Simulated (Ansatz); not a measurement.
The starting structures come from a database of crystals and need not be the phases stable at ambient conditions.

 Where the default PAW files enter, the runs use the earlier of Ansatz's two default sets.

**Evanescent states of ZnSnO₃ (R-3, not sure to be the ambient phase, 10 atoms a cell, 11.9 Å³ an atom, -7 GPa at this level) along the normal of (101)**

Computed with PBEsol (plane waves, PAW; Ansatz, a quantum-chemistry and plane-wave program).

The gap is the functional's own, uncorrected, and κ follows it; spin-orbit coupling is left out. Mid-gap values are interpolated between the computed energies.

Energies count from the valence-band top; κ is the least over a 6×6 mesh across the current.

| E (eV) | κ (1/Å) | where |
|---|---|---|
| 0.04 | 0.117 | off Γ |
| 0.12 | 0.160 | off Γ |
| 0.20 | 0.155 | Γ |
| 0.28 | 0.153 | Γ |
| 0.36 | 0.150 | Γ |
| 0.44 | 0.147 | Γ |
| 0.52 | 0.143 | Γ |
| 0.60 | 0.138 | Γ |
| 0.68 | 0.132 | Γ |
| 0.76 | 0.125 | Γ |
| 0.84 | 0.115 | Γ |
| 0.92 | 0.104 | Γ |
| 1.00 | 0.090 | Γ |
| 1.08 | 0.071 | Γ |
| 1.16 | 0.042 | Γ |

### Question
How thick must the barrier be to attenuate the transmission by 10^8 when the electrodes' Fermi level lies at 1.08 eV, and what attenuation does that film give at 0.04 eV?

### Answer
d = 8 ln 10 / (2 × 0.071) = 129.7 Å. At 0.04 eV it gives 8 × 0.117/0.071 = 13.2 decades.
